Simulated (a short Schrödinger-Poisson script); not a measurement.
Stack: symmetric double-gate stack, SiO2 on p-type InP, at 400 K.

```tsv
layer	material	thickness (nm)	Na (cm⁻³)
1	SiO2	1.1	-
2	InP	20	2e15
3	SiO2	1.1	-
```

The device is made up for the run: typed textbook-type constants, with dimensions and the other settings drawn at random. SiO2: permittivity 3.9, conduction-band edge (eV) 3.48, gap (eV) 9, electron mass (mₑ) 0.5. InP: permittivity 12.5, conduction-band edge (eV) 0, gap (eV) 1.344, Nv at 300 K (cm⁻³) 1.1e19.

Channel valleys (confinement mass, in-plane density-of-states mass, number): Γ 0.08, 0.08, 1. At the gates, both at one voltage, the conduction-band edge of layer 1 lies 3.61 eV − eVg above the Fermi level of the channel. Gaps are held at their typed values at every temperature. Mesh 0.03 nm at interfaces.

Solved with a short Schrödinger-Poisson script written for these runs: 1D Poisson equation in equilibrium, electrons quantum, Hartree (BenDaniel-Duke, 12 states a valley, the channel's in-plane mass for all, wave functions ending at the dielectric), parabolic valleys, classical holes, full ionisation, no traps, pinning or gate leakage.

The same stack at other levels of the model or other numerical settings:

```json
[
 {"run": "base", "sheet density of all electrons at Vg = 0.85 V (cm⁻²)": "1.13e13", "sheet density of all electrons at Vg = 0.25 V (cm⁻²)": "1.63e12", "capacitance of both gates at Vg = 0.85 V (μF/cm²)": "2.94", "gate voltage at 1e11 electrons/cm² (V)": "0.05", "rough cost against the base": "about 1"},
 {"run": "electrons treated as classical, Boltzmann", "sheet density of all electrons at Vg = 0.85 V (cm⁻²)": "2.06e13", "sheet density of all electrons at Vg = 0.25 V (cm⁻²)": "2.58e12", "capacitance of both gates at Vg = 0.85 V (μF/cm²)": "5.53", "gate voltage at 1e11 electrons/cm² (V)": "0.04", "rough cost against the base": "0.06"},
 {"run": "electrons treated as classical, Fermi-Dirac", "sheet density of all electrons at Vg = 0.85 V (cm⁻²)": "[?]", "sheet density of all electrons at Vg = 0.25 V (cm⁻²)": "2.19e12", "capacitance of both gates at Vg = 0.85 V (μF/cm²)": "[?]", "gate voltage at 1e11 electrons/cm² (V)": "0.04", "rough cost against the base": "0.2"},
 {"run": "electrons treated as quantum, Hartree plus LDA exchange-correlation", "sheet density of all electrons at Vg = 0.85 V (cm⁻²)": "1.17e13", "sheet density of all electrons at Vg = 0.25 V (cm⁻²)": "[?]", "capacitance of both gates at Vg = 0.85 V (μF/cm²)": "2.99", "gate voltage at 1e11 electrons/cm² (V)": "0.05", "rough cost against the base": "2"},
 {"run": "mesh six times as coarse", "sheet density of all electrons at Vg = 0.85 V (cm⁻²)": "1.13e13", "sheet density of all electrons at Vg = 0.25 V (cm⁻²)": "1.63e12", "capacitance of both gates at Vg = 0.85 V (μF/cm²)": "2.94", "gate voltage at 1e11 electrons/cm² (V)": "0.05", "rough cost against the base": "0.3"}
]
```

Problem. Fill in the missing entries.

Solution. 
- electrons treated as classical, Fermi-Dirac, capacitance of both gates at Vg = 0.85 V (μF/cm²): 3.37
- electrons treated as quantum, Hartree plus LDA exchange-correlation, sheet density of all electrons at Vg = 0.25 V (cm⁻²): 1.78e12
- electrons treated as classical, Fermi-Dirac, sheet density of all electrons at Vg = 0.85 V (cm⁻²): 1.38e13

The classical rows ignore confinement, and Boltzmann statistics overrate the density once the band edge passes the Fermi level.

Above a few 1e12 electrons/cm² a light Γ valley is non-parabolic and upper valleys begin to fill, which the model leaves out.
